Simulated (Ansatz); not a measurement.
Given:

End structure of the (110) surface of bcc Nb, one added row of Nb in 3 (bottom of the slab: a bare face, its two planes held):

```yaml
crystal:
  lattice:
    - [2.86732, 0.00000, 0.00000]
    - [-2.86732, 8.11001, 0.00000]
    - [0.00000, 0.00000, 31.00000]
  atoms:
    - { symbol: Nb, position: [0.50000, 0.16667, 0.26330] }
    - { symbol: Nb, position: [0.50000, 0.50000, 0.26330] }
    - { symbol: Nb, position: [0.50000, 0.83333, 0.26330] }
    - { symbol: Nb, position: [0.00000, 0.33333, 0.33882] }
    - { symbol: Nb, position: [0.00000, 0.66667, 0.33882] }
    - { symbol: Nb, position: [0.00000, 0.00000, 0.33882] }
    - { symbol: Nb, position: [0.49991, 0.50017, 0.41461] }
    - { symbol: Nb, position: [0.50009, 0.83316, 0.41461] }
    - { symbol: Nb, position: [0.50000, 0.16667, 0.41381] }
    - { symbol: Nb, position: [0.00000, 0.66667, 0.49028] }
    - { symbol: Nb, position: [0.00316, 0.99903, 0.48961] }
    - { symbol: Nb, position: [0.99684, 0.33431, 0.48961] }
    - { symbol: Nb, position: [0.50321, 0.83002, 0.56636] }
    - { symbol: Nb, position: [0.50000, 0.16667, 0.56255] }
    - { symbol: Nb, position: [0.49679, 0.50331, 0.56636] }
    - { symbol: Nb, position: [0.99222, 0.99624, 0.63841] }
    - { symbol: Nb, position: [0.00778, 0.33710, 0.63841] }
    - { symbol: Nb, position: [0.00000, 0.66667, 0.64239] }
    - { symbol: Nb, position: [0.50000, 0.16667, 0.70286] }
```

Model: 19-atom slab, 14.7 Å thick at the start, 14x5x1 mesh, Fermi-Dirac 0.1 eV, dipole correction, 6 atoms held, the rest relaxed; symmetry of the start imposed; no spin, no spin-orbit, no U. It is one candidate, not shown to be the stable structure of the face.

**Question.** Give the work function of the top face at the level PBE in Ansatz (a quantum-chemistry and plane-wave program).

**Answer.** 3.83 eV
